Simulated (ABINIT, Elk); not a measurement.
An ABINIT input for a self-consistent single point of YN (Fm-3m, 2 atoms in the cell) (DFT, PBE, plane waves, norm-conserving pseudopotentials (PseudoDojo nc-sr-05 PBE standard)):

```
# YN, PseudoDojo nc-sr-05 PBE standard
pp_dirpath "./"
pseudos "Y.upf, N.upf"
acell 3*1.0
rprim
        -0.0000000000    4.7086230258    4.7086230258
         4.7086230258   -0.0000000000    4.7086230258
         4.7086230258    4.7086230258   -0.0000000000
natom 2
ntypat 2
znucl 39 7
typat 1 2
xcart
         0.0000000000    0.0000000000    0.0000000000
         4.7086230258    4.7086230258    4.7086230258
ecut 42
ixc 11
occopt 7
tsmear 0.272 eV
nband 13
kptopt 1
ngkpt 6 6 6
nshiftk 1
shiftk 0 0 0
nstep 50
tolvrs 1.0e-11
prtwf 0
prtden 0
prtvol 1
```

Question: Write the same calculation as an input for Elk.

Answer: This is the input that was run; spellings and numerical settings could be chosen otherwise.

```
tasks
  0

xctype
  20

tforce
  .true.

rgkmax
  8.0

gmaxvr
  18.0

lmaxapw
  10

lmaxo
  8

nxlo
  2

lorbcnd
  .true.

lradstp
  2

nrmtscf
  2.0

lmaxi
  4

stype
  0

swidth
  0.00999582

maxscl
  100

scale
  1.889726125

avec
    0.0000000000    2.4916960000    2.4916960000
    2.4916960000    0.0000000000    2.4916960000
    2.4916960000    2.4916960000    0.0000000000

sppath
  './'

atoms
  2
  'Y.in'
  1
  0.0000000000  0.0000000000  0.0000000000    0.0 0.0 0.0
  'N.in'
  1
  0.5000000000  0.5000000000  0.5000000000    0.0 0.0 0.0

ngridk
  6 6 6
```

Basis, cutoffs, solver keys and any potentials are the target program's own. This input uses DFT, PBE, all-electron FP-LAPW, Elk's shipped species files, APW+lo basis with extra local orbitals.

The starting cell comes from a database of computed structures (which also holds hypothetical and non-ambient phases and stackings), without a prior relaxation at this level. Its lattice was rescaled by a random factor within 2.5 % of one.
